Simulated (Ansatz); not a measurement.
Start from HfC in the rock salt structure (space group Fm-3m, No. 225; relaxed with 0.1 eV smearing).

```xyz
2
Lattice="0.0000 2.3035 2.3035 2.3035 0.0000 2.3035 2.3035 2.3035 0.0000" Properties=species:S:1:pos:R:3 pbc="T T T"
Hf     0.0000     0.0000     0.0000
C      2.3035     2.3035     2.3035
```

Cartesian axes are those of the cell as printed.

Method: DFT with PBEsol, PAW potentials and a 420 eV plane-wave cutoff in Ansatz (a quantum-chemistry and plane-wave program), without spin-orbit coupling.

It is then changed as follows: biaxial strain −1.50 %, plane normal [001], relaxed out of plane (Cartesian); in-plane vectors clamped, the third vector and the atoms free.

Problem. What does the calculation give for the ratio −ε⊥/ε∥ after the change?

Solution. The ratio −ε⊥/ε∥ is 0.39.

Stability against distortions was not tested. All final runs are without spin polarisation.
